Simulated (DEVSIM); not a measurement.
Structure: abrupt Ge n-p junction, at 300 K.

| layer (left to right) | material | thickness (μm) | Nd (cm⁻³) | Na (cm⁻³) | τn (s) | τp (s) |
|---|---|---|---|---|---|---|
| 1 | Ge | 0.280 | 4.3e16 | - | 3.6e-5 | 3.6e-5 |
| 2 | Ge | 6.50 | - | 1.8e14 | 3.6e-5 | 3.6e-5 |

Left contact: ohmic. Right contact: ohmic. Voltage is applied to the left contact. Recombination: SRH at mid-gap, radiative, Auger. Mobility is μmin + (μ − μmin)/(1 + (N/Nref)^α).

Constants are typed, rounded textbook-type inputs, not results; the design itself was drawn at random and stands for no fabricated device. Values at 300 K.

```csv
parameter,Ge
gap (eV),0.664
affinity (eV),4
permittivity,16
Nc (cm⁻³),1.04e19
Nv (cm⁻³),6e18
μn (cm²/Vs),3900
μp (cm²/Vs),1900
"μn,min",150
"μp,min",100
"Nref,n",2.6e17
"Nref,p",4e17
αn,0.56
αp,0.6
B (cm³/s),6.4e-14
Cn (cm⁶/s),1e-31
Cp (cm⁶/s),1e-31
```

DEVSIM, 1D drift-diffusion, Boltzmann statistics, complete ionisation; no tunnelling, impact ionisation, image-force lowering or self-heating.

The thickness of layer 2 was swept, all else fixed.

```json
[
 {"thickness of layer 2 (μm)": "1.3", "dark forward voltage at 100 A/cm² (V)": "0.165"},
 {"thickness of layer 2 (μm)": "2.3", "dark forward voltage at 100 A/cm² (V)": "?"},
 {"thickness of layer 2 (μm)": "3.9", "dark forward voltage at 100 A/cm² (V)": "0.228"},
 {"thickness of layer 2 (μm)": "6.5", "dark forward voltage at 100 A/cm² (V)": "0.265"},
 {"thickness of layer 2 (μm)": "11", "dark forward voltage at 100 A/cm² (V)": "0.318"},
 {"thickness of layer 2 (μm)": "20", "dark forward voltage at 100 A/cm² (V)": "0.410"},
 {"thickness of layer 2 (μm)": "32", "dark forward voltage at 100 A/cm² (V)": "0.518"}
]
```

Q: Some entries are withheld; supply them.

A: 
- 2.3, dark forward voltage at 100 A/cm² (V): 0.196
